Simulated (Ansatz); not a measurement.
Consider SrTiO₃ in the cubic perovskite structure (space group Pm-3m, No. 221).

```xyz
5
Lattice="3.8542 0.0000 0.0000 0.0000 3.8542 0.0000 0.0000 0.0000 3.8542" Properties=species:S:1:pos:R:3 pbc="T T T"
Sr     0.0000     0.0000     0.0000
Ti     1.9271     1.9271     1.9271
O      1.9271     0.0000     1.9271
O      0.0000     1.9271     1.9271
O      1.9271     1.9271     0.0000
```

Cartesian axes are those of the cell as printed.

The values are results of Ansatz (a first-principles code) LDA, no spin-orbit coupling, not measurements.

It is then changed as follows: the cell is stretched by 1.20 % along z with no lateral relaxation; the atoms relax in the strained cell.

Estimate the effect on the stress and energy relative to the base.

The stress (xx, yy, zz, yz, xz, xy; compression positive) comes out as (-1.30, -1.30, -4.32, 0.00, 0.00, 0.00) GPa; the energy increases by 1.9 meV/atom.

Whether these cells are dynamically stable was not tested. The final runs are not spin-polarised. Many cubic perovskites are stable only at high temperature; tilts and polar distortions were not tested.
